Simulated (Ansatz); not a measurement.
Take MgTe in the wurtzite structure (space group P6_3mc, No. 186) as the base.

```xyz
4
Lattice="4.6089 0.0000 0.0000 -2.3044 3.9914 0.0000 0.0000 0.0000 7.5001" Properties=species:S:1:pos:R:3 pbc="T T T"
Mg     0.0000     2.6609     7.4984
Mg     2.3044     1.3305     3.7484
Te     0.0000     2.6609     2.8217
Te     2.3044     1.3305     6.5717
```

All numbers come from PBE/PAW in Ansatz (a first-principles code), no spin-orbit coupling.

For the base:

```
Property      Value
--------  ---------
Pressure  -0.01 GPa
```

It is then changed as follows: an isotropic linear strain of −1.20 %, atoms relaxed at fixed cell.

Question: How does this affect the pressure?

Answer: The pressure (mean of the normal stresses, compression positive) grows by 1.32 GPa to 1.31 GPa.

Question: Predict the new energy relative to the base.

Answer: The energy grows by 4.9 meV/atom.

No phonon test of stability was made.
